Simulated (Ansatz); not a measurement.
Band structure of Na₂Cl (P4/mmm, 6 atoms in the cell).

```
CELL_PARAMETERS angstrom
      3.56747     0.00000     0.00000
      0.00000     3.56747     0.00000
      0.00000     0.00000    12.63287
ATOMIC_POSITIONS crystal
  Na 0.00000 0.00000 0.22690
  Na 0.00000 0.00000 0.77310
  Na 0.00000 0.00000 0.50000
  Na 0.50000 0.50000 0.00000
  Cl 0.50000 0.50000 0.35918
  Cl 0.50000 0.50000 0.64082
```

Level of theory: LDA (PW92), PAW files made with PBE (plane waves; Ansatz, a quantum-chemistry and plane-wave program).

Settings: basis.ecutwfc = 30.9 Ry; kpoints.mp_grid.grid = 8 8 2; hamiltonian.xc = lda; hamiltonian.pseudopotentials = {kind: paw} (the program's default PAW files); scf.occupations.method = fermi_dirac; scf.occupations.width = 0.01 Ry; kpoints.band_path.npoints = 8.

The starting cell comes from a database of computed structures (which also holds hypothetical and non-ambient phases and stackings), without a prior relaxation at this level. Its lattice was rescaled by a random factor within 2.5 % of one. The run gives no clean gap (levels at the Fermi energy touch, overlap or are partly filled at this smearing), which alone does not show that the compound is a metal.

Levels in eV from the Fermi level, bands 22 to 29:
```csv
point,22,23,24,25,26,27,28,29
Γ,-4.06,-3.95,-3.95,-2.70,-0.79,0.38,2.43,3.04
X,-4.47,-3.83,-3.71,-0.01,0.27,1.57,1.79,2.35
M,-5.50,-5.02,-4.16,1.80,2.47,2.47,2.58,3.12
Z,-4.06,-3.95,-3.95,-2.55,-1.20,1.17,1.55,3.59
R,-4.48,-3.83,-3.71,0.04,0.36,1.26,1.52,3.04
A,-5.50,-5.01,-4.16,1.84,2.42,2.58,2.58,3.16
```

Bands cross the Fermi level along this path, so the cell is metallic at this level.

Keys are those of Ansatz 0.2.
